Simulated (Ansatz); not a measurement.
The parent structure is Ir in the fcc (Cu type) structure (space group Fm-3m, No. 225; a = 3.844 Å). Axes: x, y, z lie along the cube axes.

Structures relaxed with DFT with r2SCAN, PAW potentials and a 500 eV plane-wave cutoff in Ansatz (a first-principles code), scalar-relativistic without spin-orbit coupling.

Base:

Simulated powder pattern, Cu Kα1, λ = 1.54056 Å (kinematic, ideal powder, no thermal factors, no anomalous dispersion; the 8 strongest lines at most, above 2 %, up to 2θ = 90°):

```csv
2θ (°),I/Imax (%),hkl
40.61,100,(111)
47.25,49,(200)
69.04,33,(220)
83.29,40,(311)
87.91,12,(222)
```

After one change:

Simulated powder pattern, Cu Kα1, λ = 1.54056 Å (kinematic, ideal powder, no thermal factors, no anomalous dispersion; the 8 strongest lines at most, above 2 %, up to 2θ = 90°):

| 2θ (°) | I/Imax (%) |
|---|---|
| 40.51 | 100 |
| 46.44 | 17 |
| 47.47 | 32 |
| 68.59 | 22 |
| 69.39 | 11 |
| 82.04 | 14 |
| 83.55 | 27 |
| 87.64 | 12 |

Q: Which of these changes matches the shifts?
A) strain tensor (xx, yy, zz, yz, xz, xy) = (−1.15, −0.75, −0.54, −0.27, −0.32, −0.91) %
B) uniaxial stress, 8 GPa tension along x
C) tensor shear ε_xz = +0.75 %
D) strain tensor (xx, yy, zz, yz, xz, xy) = (+1.00, −0.75, −0.02, +0.65, +0.22, −0.25) %

A: B, uniaxial stress, 8 GPa tension along x. Its volume per atom is 14.31 Å³ against 14.20 Å³, and its space group is I4/mmm (No. 139).

Beyond what the load breaks, stability against distortions was not tested. The final runs are not spin-polarised.
